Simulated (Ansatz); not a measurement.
The starting structures come from a database of crystals and need not be the phases stable at ambient conditions.

The decay constant κ of evanescent states in the gap governs leakage through a thin film.

Data:

```yaml
crystal:
  lattice:
    - [5.54714, 0.00000, 0.00000]
    - [2.10361, 5.27062, 0.00000]
    - [-2.59425, -1.60760, 5.06914]
  atoms:
    - { symbol: Ti, position: [0.74775, 0.91244, 0.91558] }
    - { symbol: Ti, position: [0.25225, 0.08756, 0.08442] }
    - { symbol: Zn, position: [0.42934, 0.57753, 0.25721] }
    - { symbol: Zn, position: [0.57066, 0.42247, 0.74279] }
    - { symbol: O, position: [0.69753, 0.65382, 0.60791] }
    - { symbol: O, position: [0.30247, 0.34618, 0.39209] }
    - { symbol: O, position: [0.89353, 0.14445, 0.84858] }
    - { symbol: O, position: [0.10647, 0.85555, 0.15142] }
    - { symbol: O, position: [0.45003, 0.22626, 0.96615] }
    - { symbol: O, position: [0.54997, 0.77374, 0.03385] }
```

Space group of this cell: P-1. The cell is taken as given; by PBEsol its mean pressure is -5.4 GPa.

Transport runs along the normal of the first two printed cell vectors.

The gap is the functional's own, uncorrected, and κ follows it; spin-orbit coupling is left out. Mid-gap values are interpolated between the computed energies.

Question: State the band gap and the smallest decay constant κ at mid-gap according to PBEsol in Ansatz (a first-principles code).

Answer: Gap 3.13 eV on a 6×6×6 mesh; κ = 0.536 1/Å, at (0.167, 0.167) of the in-plane reciprocal vectors. At the zone centre, at the nearest computed energy, the slowest state has κ = 0.61 1/Å.
